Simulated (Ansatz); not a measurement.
## Double-hcp La: properties by level of theory

Reference values: lattice constant a 3.774 Å (measured, 293 K, not corrected to a static lattice; as tabulated in Wikipedia's data pages); lattice parameter c 12.171 Å (measured, 293 K, no zero-point or thermal correction; as tabulated in Wikipedia's data pages); bulk modulus 27.9 GPa (measured, room temperature, not corrected to a static lattice; as tabulated in Wikipedia's data pages).

| level (code) | equilibrium lattice constant a (Å) | lattice parameter c (Å) | bulk modulus B0 (GPa) |
|---|---|---|---|
| PBEsol+SOC (Ansatz) | 3.660 | 11.727 | 26.9 |
| revPBE (Ansatz) | ? | ? | ? |
| r²SCAN+rVV10 (Ansatz) | 3.739 | 11.898 | ? |

Problem. Complete the blanks.

Solution. 
- revPBE (Ansatz, an electronic-structure program), equilibrium lattice constant a (Å): 3.814
- revPBE (Ansatz), lattice parameter c (Å): 12.243
- revPBE (Ansatz), bulk modulus B0 (GPa): 23.7
- r²SCAN+rVV10 (Ansatz), bulk modulus B0 (GPa): 23.3

Differences from the reference values (errors of the level alone only where the reference is corrected to a static lattice):

```csv
level,lattice constant a (%),lattice parameter c (%),bulk modulus (%)
PBEsol+SOC,-3.02,-3.65,-3.6
revPBE,+1.06,+0.59,-15.1
r²SCAN+rVV10,-0.93,-2.24,-16.5
```

Nearest: lattice constant a, not ranked (reference at room or unstated temperature); lattice parameter c, not ranked (reference at room or unstated temperature); bulk modulus, not ranked (reference at room or unstated temperature).

Ansatz's density-functional and Hartree–Fock values are scalar-relativistic unless marked +SOC, with PAW data made under PBE.

Differences are worked out from the printed values.

The computed numbers hold no vibrational or temperature effects.
